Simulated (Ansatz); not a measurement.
Consider the following.

```yaml
crystal:
  lattice:
    - [3.17060, 0.00000, 0.00000]
    - [-1.58530, 2.74582, 0.00000]
    - [0.00000, 0.00000, 3.54315]
  atoms:
    - { symbol: Zr, position: [0.00000, 0.00000, 0.00000] }
    - { symbol: B, position: [0.33333, 0.66667, 0.50000] }
    - { symbol: B, position: [0.66667, 0.33333, 0.50000] }
```

All values below come from PBE, DFPT electron-phonon coupling, linearised Boltzmann equation (plane waves, PAW, scalar-relativistic; Ansatz, a first-principles code). Condition of this run: functional PBE, cell relaxed with it. Geometry: relaxed with this functional, without spin-orbit coupling.

Problem. What phonon-limited resistivity does this give at 300 K?

Solution. 4.8 (x), 4.8 (y), 6.0 (z) μΩ·cm.

A metal at this level (no band gap). Only scattering by harmonic phonons is included (no impurities, grain boundaries, electron-electron scattering or thermal expansion). Spin-orbit coupling is left out. Halving the electron mesh (32x32x24) moves the resistivity by up to 2 % at 300 K. Smearing 0.20 eV; phonons on a 5x5x4 q mesh, which this run doesn't test.
